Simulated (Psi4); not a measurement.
Psi4 1.11, M06-2X/def2-svp: C[SiH2]C(=C=CCl)[SiH2][SiH3], 19 atoms. The geometry is a generated start, not checked to be a minimum at this level.

```
Property                                                 Result
-------------------------------  ------------------------------
task                                                   gradient
method                                                   m06-2x
basis                                                  def2-svp
memory                                                     7 GB
scf_type                                           df (default)
guess                            auto, which took SAD (default)
diis_max_vecs                                      10 (default)
scf_initial_accelerator                         adiis (default)
e_convergence                                   1e-08 (default)
d_convergence                                   1e-08 (default)
basis functions (reference run)                             183
grid points (reference run)                             3403629
```

```xyz
19

C     -2.7649    -0.4203    -0.8316
Si    -1.3521    -0.6760     0.3333
C      0.0648     0.4031    -0.0362
C     -0.0170     1.6880     0.1439
C     -0.1078     2.9681     0.3202
Cl    -1.6403     3.7014     0.1835
Si     1.5551    -0.3524    -0.7451
Si     2.7678    -1.4961     0.8613
H     -3.5987    -1.0857    -0.5881
H     -3.1368     0.6080    -0.7867
H     -2.4682    -0.6235    -1.8652
H     -0.9315    -2.0992     0.2849
H     -1.8019    -0.4281     1.7255
H      0.7131     3.6415     0.5232
H      1.1796    -1.2712    -1.8542
H      2.4171     0.7036    -1.3449
H      1.9404    -2.5718     1.4719
H      3.2021    -0.5712     1.9437
H      3.9793    -2.1180     0.2608
```

Differences are taken against the run with dft_radial_points = 200, dft_spherical_points = 974, dft_pruning_scheme = none (default); no run here is proven converged. Each setting ran once; only counts and results are compared.

Settings tried, all else as in the reference:
- dft_radial_points = 75 (default), dft_spherical_points = 434
- dft_radial_points = 150, dft_spherical_points = 770
- dft_radial_points = 25, dft_spherical_points = 50
- dft_radial_points = 99, dft_spherical_points = 590, dft_pruning_scheme = robust
- dft_radial_points = 99, dft_spherical_points = 590, dft_pruning_scheme = treutler
- dft_radial_points = 75 (default), dft_spherical_points = 302 (default)
- dft_radial_points = 50, dft_spherical_points = 194
- dft_radial_points = 99, dft_spherical_points = 590
- dft_radial_points = 35, dft_spherical_points = 110
- dft_radial_points = 75 (default), dft_spherical_points = 302 (default), dft_pruning_scheme = robust
- dft_radial_points = 75 (default), dft_spherical_points = 302 (default), dft_pruning_scheme = treutler

Question: Sort the settings: which keep to the reference within 1.0 meV/atom in energy, 10 meV/Å in forces (largest component), and which don't?

Answer: Within it: dft_radial_points = 150, dft_spherical_points = 770; dft_radial_points = 99, dft_spherical_points = 590, dft_pruning_scheme = robust; dft_radial_points = 99, dft_spherical_points = 590. Outside: dft_radial_points = 75 (default), dft_spherical_points = 302 (default); dft_radial_points = 75 (default), dft_spherical_points = 302 (default), dft_pruning_scheme = robust; dft_radial_points = 75 (default), dft_spherical_points = 434; dft_radial_points = 75 (default), dft_spherical_points = 302 (default), dft_pruning_scheme = treutler; dft_radial_points = 99, dft_spherical_points = 590, dft_pruning_scheme = treutler; dft_radial_points = 50, dft_spherical_points = 194; dft_radial_points = 35, dft_spherical_points = 110; dft_radial_points = 25, dft_spherical_points = 50.

```csv
setting,grid points,energy against the reference,difference in forces (largest component)
the reference,3403629,—,—
"dft_radial_points = 150, dft_spherical_points = 770",2031070,under 0.001 meV/atom,0.81 meV/Å
"dft_radial_points = 99, dft_spherical_points = 590, dft_pruning_scheme = robust",716765,+0.0032 meV/atom,3.5 meV/Å
"dft_radial_points = 99, dft_spherical_points = 590",1030819,+0.0030 meV/atom,3.5 meV/Å
"dft_radial_points = 75 (default), dft_spherical_points = 302 (default)",401919,+0.12 meV/atom,15 meV/Å
"dft_radial_points = 75 (default), dft_spherical_points = 302 (default), dft_pruning_scheme = robust",273991,+0.18 meV/atom,15 meV/Å
"dft_radial_points = 75 (default), dft_spherical_points = 434",577181,+0.038 meV/atom,16 meV/Å
"dft_radial_points = 75 (default), dft_spherical_points = 302 (default), dft_pruning_scheme = treutler",218815,+0.90 meV/atom,36 meV/Å
"dft_radial_points = 99, dft_spherical_points = 590, dft_pruning_scheme = treutler",530261,+0.87 meV/atom,38 meV/Å
"dft_radial_points = 50, dft_spherical_points = 194",175055,−0.33 meV/atom,100 meV/Å
"dft_radial_points = 35, dft_spherical_points = 110",69805,+31 meV/atom,2400 meV/Å
"dft_radial_points = 25, dft_spherical_points = 50",22791,−250 meV/atom,1400 meV/Å
```

Total energies are compared; such shifts often cancel in part in energy differences. The gradients leave out the derivatives of the grid weights. The tolerance is a choice made for this comparison.
